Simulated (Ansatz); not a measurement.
# A computed series for hypothetical cubic perovskite NaCaF3: response to strain

Base system: NaCaF₃ in the cubic perovskite structure (space group Pm-3m, No. 221; a = 4.372 Å; a hypothetical phase, not in the database extracts checked). Axes: x, y, z lie along the cube axes.

Strains are applied to the cell and any free atomic positions relax; under biaxial strain the out-of-plane vector relaxes too.

Levels (all Ansatz, a program for electronic structure, PAW): PBEsol (420 eV, no spin-orbit coupling); r2SCAN (500 eV, spin-orbit coupling left out); HSE06 (420 eV, spin-orbit coupling left out).

Band gaps by level, all at the geometries relaxed with PBEsol:

```json
[
 {"case": "base", "PBEsol": "5.11 eV", "r2SCAN": "5.95 eV", "HSE06": "7.12 eV"},
 {"case": "biaxial strain +0.38 %, plane normal [001], relaxed out of plane", "PBEsol": "5.09 eV", "r2SCAN": "5.93 eV", "HSE06": "7.10 eV"},
 {"case": "isotropic strain +2.13 %", "PBEsol": "4.94 eV", "r2SCAN": "5.76 eV", "HSE06": "6.92 eV"},
 {"case": "uniaxial strain ε_zz = +4.55 %", "PBEsol": "4.99 eV", "r2SCAN": "5.81 eV", "HSE06": "6.97 eV"},
 {"case": "strain tensor (xx, yy, zz, yz, xz, xy) = (−0.15, +0.58, +0.35, −1.01, −1.84, +0.80) %", "PBEsol": "5.07 eV", "r2SCAN": "5.90 eV", "HSE06": "7.08 eV"}
]
```

Single points use the geometry relaxed with PBEsol. The hybrid gap comes from the SCF mesh plus the semilocal run's edge points and a few special points and is an upper bound. Whether these cells are dynamically stable was not tested. Many cubic perovskites are stable only at high temperature; tilts and polar distortions were not tested.
